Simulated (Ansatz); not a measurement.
H on the 1x1 (111) surface of fcc Ni, ferromagnetic, one in a 2x1 cell, energies for each (10.7 Å²). Energies are against ½ H2(g), without zero-point or thermal terms; each row is named by its start.

All values below come from PBE (plane waves to 420 eV, PAW; Ansatz, a quantum-chemistry and plane-wave program).

Model: 9-atom slab, 6.0 Å thick at the start under the adsorbate (thin: gaps and levels are the slab's own), 7x14x1 mesh, Fermi-Dirac 0.1 eV, dipole correction, 4 atoms held, the rest relaxed; each run with such symmetry as its start has; spin-polarised, no spin-orbit, no U, no dispersion correction.

A negative adsorption energy means that the adsorbate is more stable on the surface than in its reference. Starts that drift may end in the same place. Heights count from the host atoms within 0.3 Å of the top one.

```csv
starting site,E_ads (eV),height (Å),nearest host atom (Å),bonded to,Δ work function (eV),lateral drift (Å),moment (μB)
top Ni,-0.54,0.89,Ni 1.68,3 Ni,0.05,1.4,4.7
hollow Ni-Ni-Ni over Ni at depth 2.0 Å,-0.54,0.89,Ni 1.67,3 Ni,0.05,0.0,4.7
hollow Ni-Ni-Ni over Ni at depth 4.0 Å,-0.55,0.89,Ni 1.68,3 Ni,0.04,0.0,4.7
bridge Ni-Ni (span 2.5 Å),-0.55,0.89,Ni 1.68,3 Ni,0.04,0.7,4.7
```
